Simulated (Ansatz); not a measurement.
## Sc₃InN (Pm-3m, No. 221, 5 atoms in the cell; start mp-31055)

Computed with PBEsol (plane waves, PAW; Ansatz, a program for electronic structure).

Settings: plane-wave cutoff 520 eV, 12×12×12 k mesh, Fermi–Dirac smearing 0.05 eV, scalar-relativistic PAW data made under PBE.

Cell (relaxed at this level):

```cif
data_InNSc3
_chemical_formula_sum 'Sc3 In1 N1'
_space_group_name_H-M_alt 'P 1'
_space_group_IT_number 1
_cell_length_a 4.41596
_cell_length_b 4.41596
_cell_length_c 4.41596
_cell_angle_alpha 90.000
_cell_angle_beta 90.000
_cell_angle_gamma 90.000
loop_
_space_group_symop_operation_xyz
  'x, y, z'
loop_
_atom_site_label
_atom_site_type_symbol
_atom_site_fract_x
_atom_site_fract_y
_atom_site_fract_z
_atom_site_occupancy
Sc1 Sc 0.50000 0.50000 0.00000 1
Sc2 Sc 0.00000 0.50000 0.50000 1
Sc3 Sc 0.50000 0.00000 0.50000 1
In1 In 0.00000 0.00000 0.00000 1
N1 N 0.50000 0.50000 0.50000 1
```

```json
{
  "band_gap": "none",
  "bulk modulus B0": "115 GPa"
}
```

Note: the relaxation could not lower the start's symmetry, so the cell can be a saddle point above a distorted one; the bulk modulus is −V dP/dV from two relaxed cells at ±2 % in volume.

Spin–orbit coupling is not included; it can open a gap where bands touch, and shift volumes and moduli.

Computed values are for the static lattice.

Computing time: roughly 70 core-seconds.

A start named mp-… is a Materials Project structure, which need not be a measured phase.
